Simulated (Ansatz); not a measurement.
MgCdS₂ (model structure, started from the ScAlN2 type, P3m1, No. 156, 4 atoms in the cell), treated with PBEsol (Ansatz, an electronic-structure program, plane waves, PAW).

Run with plane-wave cutoff 520 eV, 12×12×6 k mesh (along the axes of the cell as run), Fermi–Dirac smearing 0.01 eV, scalar-relativistic PAW data made under PBE.

Cell (relaxed with PBEsol):

```cif
data_CdMgS2
_chemical_formula_sum 'Cd1 S2 Mg1'
_space_group_name_H-M_alt 'P3m1'
_space_group_IT_number 156
_space_group_name_Hall 'P 3 -2"'
_cell_length_a 4.07455
_cell_length_b 4.07455
_cell_length_c 6.57320
_cell_angle_alpha 90.000
_cell_angle_beta 90.000
_cell_angle_gamma 120.000
loop_
_atom_site_label
_atom_site_type_symbol
_atom_site_symmetry_multiplicity
_atom_site_Wyckoff_symbol
_atom_site_fract_x
_atom_site_fract_y
_atom_site_fract_z
_atom_site_occupancy
Cd1 Cd 1 b 0.33333 0.66667 0.00640 1
S1 S 1 b 0.33333 0.66667 0.39029 1
Mg1 Mg 1 c 0.66667 0.33333 0.50006 1
S2 S 1 c 0.66667 0.33333 0.87325 1
```

**Question.** Estimate the band gap that the calculation returns.

**Answer.** 
band gap: 1.90 eV

Note: the relaxation could raise the start's symmetry but not lower it, so the cell can be a saddle point.

Spin–orbit coupling is not included.

Computed values are for the static lattice.

A model structure was made by putting elements into a prototype or built by hand; it is no filed structure, need not be a known phase, and can be a saddle point held by its symmetry.
